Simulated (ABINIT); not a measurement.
## Pressure against volume in CsCl-type CuZn (space group 221) (ABINIT, PBE)

```xyz
2
Lattice="2.8975 0.0000 0.0000 0.0000 2.8975 0.0000 0.0000 0.0000 2.8975" Properties=species:S:1:pos:R:3 pbc="T T T"
Zn     1.4488     1.4488     1.4488
Cu     0.0000     0.0000     0.0000
```

Method: PBE, norm-conserving pseudopotentials (PseudoDojo nc-sr-05 PBE standard) (plane waves; ABINIT). Settings: pseudos = [Zn.upf, Cu.upf]; ecut = 1633 eV; ixc = 11; occopt = 3; tsmear = 0.05 eV; ngkpt = 17 17 17; nshiftk = 1; shiftk = 0 0 0; potentials = PseudoDojo nc-sr-05 PBE standard; nband = 27; kptopt = 1; nstep = 50; tolvrs = 1e-12. The cell above is the first row's. The rows scale it uniformly. In all rows fractional positions and the k mesh are held.

| V (Å^3/atom) | P (GPa) |
|---|---|
| 12.164 | ? |
| 12.428 | 5.84 |
| 12.692 | 2.94 |
| 12.957 | 0.38 |
| 13.221 | -1.89 |
| 13.486 | -3.89 |
| 13.750 | -5.66 |
| 14.015 | -7.21 |
| 14.279 | -8.58 |

Taking a cubic for P over the 8 complete rows: With u = V - 13.4, the rows have u = -0.9720, -0.7080, -0.4430, -0.1790, 0.0860, 0.3500, 0.6150, 0.8790. Least squares gives P = -3.272 - 7.3953·u + 1.7752·u² - 0.2652·u³. Residuals (row less fit): 0.003, -0.008, 0.004, 0.000, 0.005, -0.006, 0.000, 0.001; standard error 0.006 (degrees of freedom: 4). The fitted pressure is zero at V0 = 13.00, where dP/dV = -8.949, so B0 = -V0·dP/dV = 116 GPa.

Q: What does the fit predict for P at V = 12.164, and how far is the calculated value from it?

A: u = -1.2360, so P = -3.272 - 7.3953 × (-1.2360) + 1.7752 × (-1.2360)² - 0.2652 × (-1.2360)³ = 9.081 GPa. The calculation gives 9.12 GPa, 0.039 GPa above the prediction (0.2 % of the range of P in the table). The row lies outside the fitted rows, so this is an extrapolation. From the scatter of the fitted rows alone, a prediction at this place has a standard error of 0.016 GPa, so the miss is 2.4 times that.

Carrying the step between the two nearest rows on in a straight line would have given 8.74, off by 0.38; series whose last step already gives the withheld value aren't shown. The scan was laid around a cell of about the measured size, scaled by a guess for this functional. The runs keep the symmetry of the cell, so they don't test it for distortions. Spin polarisation is off. Cutoffs and mesh are single choices, not tested for convergence of this quantity. Series with a scatter that would blur these digits, or in which a gap closes, are not shown.
